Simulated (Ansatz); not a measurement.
The reference is MgO in the rock salt structure (space group Fm-3m, No. 225; a = 4.214 Å). Axes: x, y, z lie along the cube axes.

The values are results of PBEsol (Ansatz, a first-principles code), spin-orbit coupling left out, not measurements.

Now apply this change: uniaxial strain ε_zz = −1.75 %, all other strain components held at zero, atoms relaxed at fixed cell.

Predict the stress tensor and what it implies for the stiffness.

Stress of the strained cell less that of the base (GPa, compression positive):
```
   1.63    0.00    0.00
   0.00    1.63    0.00
   0.00    0.00    5.72
```

Then −Δσ_ii/ε with ε = -0.0175 gives secant stiffness values (nonlinear terms included at this strain): C33 ≈ 327 GPa, C13 ≈ 93 GPa and C23 ≈ 93 GPa.

Whether these cells are dynamically stable was not tested.
